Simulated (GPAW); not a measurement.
## GPAW run on CuGePSe (R3m, 4 atoms in the cell): self-consistent single point

Method of the run: LDA (Perdew-Wang 92), GPAW PAW datasets LDA (gpaw-data 1.0.1) (plane waves; GPAW).

The input file:

```python
from ase import Atoms
from ase.units import GPa
from gpaw import GPAW, PW, FermiDirac

atoms = Atoms(['Cu', 'Ge', 'P', 'Se'],
              cell=[[1.953810, 1.128033, 6.368177],
                    [-1.953810, 1.128033, 6.368177],
                    [0.000000, -2.256065, 6.368177]],
              scaled_positions=[[0.998160, 0.998160, 0.998160],
                                [0.498007, 0.498007, 0.498007],
                                [0.881170, 0.881170, 0.881170],
                                [0.372667, 0.372667, 0.372667]],
              pbc=True)

calc = GPAW(mode=PW(850),
            xc='LDA',
            kpts=(6, 6, 6),
            occupations=FermiDirac(0.1),
            nbands=-10,
            symmetry={'symmorphic': False, 'tolerance': 0.0005},
            maxiter=100,
            txt='-')

atoms.calc = calc

energy = atoms.get_potential_energy()
print('Energy (eV):', round(energy, 6))
forces = atoms.get_forces()
print('Forces (eV/Ang):')
print(forces.round(5))
stress = atoms.get_stress()
print('Stress (GPa, Voigt):', (stress / GPa).round(4))
```

Log, with long lists cut:

```
Input parameters:
  kpts: [6 6 6]
  maxiter: 100
  mode: {ecut: 850.0,
         name: pw}
  nbands: -10
  occupations: {fixmagmom: False,
                name: fermi-dirac,
                width: 0.1}
  symmetry: {symmorphic: False,
             tolerance: 0.0005}

species:
  Cu:
    name: Copper
    Z: 29.0
    valence: 11
    core: 18
    charge: 0.0
    file: Cu.LDA.gz

    # Using partial waves for Cu as LCAO basis

  Ge:
    name: Germanium
    Z: 32.0
    valence: 4
    core: 28
    charge: 0.0
    file: Ge.LDA.gz

    # Using partial waves for Ge as LCAO basis

  P:
    name: Phosphorus
    Z: 15.0
    valence: 5
    core: 10
    charge: 0.0
    file: P.LDA.gz

    # Using partial waves for P as LCAO basis

  Se:
    name: Selenium
    Z: 34.0
    valence: 6
    core: 28
    charge: 0.0
    file: Se.LDA.gz

    # Using partial waves for Se as LCAO basis

Reference energy: -177258.694210  # eV

Spin-paired calculation

Convergence criteria:
 Maximum [total energy] change in last 3 cyles: 0.0005 eV / valence electron
 Maximum integral of absolute [dens]ity change: 0.0001 electrons / valence electron
 Maximum integral of absolute [eigenst]ate change: 4e-08 eV^2 / valence electron
 Maximum number of scf [iter]ations: 100

Symmetries present (total): 6
Symmetries with fractional translations: 0
216 k-points: 6 x 6 x 6 Monkhorst-Pack grid
28 k-points in the irreducible part of the Brillouin zone
       k-points in crystal coordinates                weights
   0:     0.08333333    0.08333333   -0.08333333          6/216
   1:     0.08333333    0.08333333    0.08333333          2/216
   2:     0.25000000   -0.08333333   -0.08333333          6/216
   [... 7 lines left out ...]
          ...
  27:     0.41666667    0.41666667    0.41666667          2/216

Wave functions: Plane wave expansion
  Cutoff energy: 850.000 eV
  Number of coefficients (min, max): 4716, 4771
  Pulay-stress correction: 0.000000 eV/Ang^3 (de/decut=0.000000)

Occupation numbers: Fermi-Dirac:
  width: 0.1000  # eV

Eigensolver

Densities:
  Coarse grid: 48*48*48 grid
  Fine grid: 96*96*96 grid
  Total Charge: 0.000000

Density mixing:
  Method: separate
  Backend: pulay
  Linear mixing parameter: 0.05
  old densities: 5
  Damping of long wavelength oscillations: 50

Hamiltonian:
  XC and Coulomb potentials evaluated on a 96*96*96 grid
  External potential:
    NoExternalPotential

Number of atoms: 4
Number of atomic orbitals: 21
Number of bands in calculation: 23
Number of valence electrons: 26
Bands to converge: occupied

Density initialized from atomic densities
  21 bands from LCAO basis set
  2 bands from random numbers

Atomic positions and initial magnetic moments

Positions:
   0 Cu    -0.000000    0.000001   19.069379    ( 0.0000,  0.0000,  0.0000)
   1 Ge     0.000000    0.000000    9.514190    ( 0.0000,  0.0000,  0.0000)
   2 P      0.000000    0.000001   16.834340    ( 0.0000,  0.0000,  0.0000)
   3 Se     0.000000    0.000000    7.119628    ( 0.0000,  0.0000,  0.0000)

Unit cell:
           periodic     x           y           z      points  spacing
  1. axis:    yes    1.953810    1.128033    6.368177    48     0.0694
  2. axis:    yes   -1.953810    1.128033    6.368177    48     0.0694
  3. axis:    yes    0.000000   -2.256065    6.368177    48     0.0694

  Lengths:   6.755998   6.755998   6.755998
  Angles:   33.619697  33.619697  33.619698

Effective grid spacing dv^(1/3) = 0.0913

     iter     time        total  log10-change:
                         energy   eigst   dens
iter:   1 --:--:--   -21.830120
iter:   2 --:--:--   -21.218000   -1.51  -1.15
iter:   3 --:--:--   -21.002114   -2.04  -1.16
iter:   4 --:--:--   -20.711197   -1.04  -1.18
iter:   5 --:--:--   -20.712494   -2.21  -1.44
iter:   6 --:--:--   -21.357689   -0.76  -1.61
iter:   7 --:--:--   -20.622196   -1.36  -1.45
iter:   8 --:--:--   -20.603250   -2.24  -2.15
iter:   9 --:--:--   -20.602142   -3.09  -2.30
iter:  10 --:--:--   -20.601963c  -3.69  -2.44
iter:  11 --:--:--   -20.599685c  -4.15  -2.62
iter:  12 --:--:--   -20.600085c  -3.97  -2.79
iter:  13 --:--:--   -20.599801c  -4.84  -2.96
iter:  14 --:--:--   -20.599743c  -4.41  -3.24
iter:  15 --:--:--   -20.599717c  -5.61  -3.44
iter:  16 --:--:--   -20.599720c  -6.01  -3.80
iter:  17 --:--:--   -20.599712c  -7.94c -3.96
iter:  18 --:--:--   -20.599700c  -6.30  -4.00
iter:  19 --:--:--   -20.599708c  -7.12  -4.19c
iter:  20 --:--:--   -20.599711c  -7.93c -4.33c

Converged after 20 iterations.

Dipole moment: (-0.000000, 0.000001, 22.365852) |e|*Ang

Energy contributions relative to reference atoms: (reference = -177258.694210)

Kinetic:         +8.584026
Potential:      -10.789016
External:        +0.000000
XC:             -18.431486
Entropy (-ST):   -0.031988
Local:           +0.052760
SIC:             +0.000000
--------------------------
Free energy:    -20.615705
Extrapolated:   -20.599711

Showing only first 2 kpts
 Kpt  Band  Eigenvalues  Occupancy
  0    11      4.91728    1.97797
  0    12      5.23241    1.58702
  0    13      5.80404    0.02499
  0    14      7.75777    0.00000

  1    11      5.19368    1.69972
  1    12      5.60954    0.16256
  1    13      5.60954    0.16256
  1    14      7.31579    0.00000

Fermi level: 5.36703

No gap
No difference between direct/indirect transitions
Energy (eV): -20.599711

Forces in eV/Ang:
  0 Cu    0.00000    0.00000    0.01559
  1 Ge    0.00000    0.00000    0.09666
  2 P     0.00000    0.00000    0.08345
  3 Se    0.00000   -0.00000   -0.19709

Stress tensor:
     0.031706     0.000000     0.000000
     0.000000     0.031706    -0.000000
    -0.000000    -0.000000     0.028784
Stress (GPa, Voigt): [ 5.0798  5.0798  4.6117 -0.      0.      0.    ]
```

The run converged in 20 iterations. GPAW prints stress with tension positive.

The starting cell comes from a database of computed structures (which also holds hypothetical and non-ambient phases and stackings), without a prior relaxation at this level. Spin polarisation is off. With a pressure of about -5 GPa the cell is away from its equilibrium volume at this level. The run gives no clean gap (levels at the Fermi energy touch, overlap or are partly filled at this smearing), which alone does not show that the compound is a metal.

Cost on one core of a shared machine: roughly 3 min.
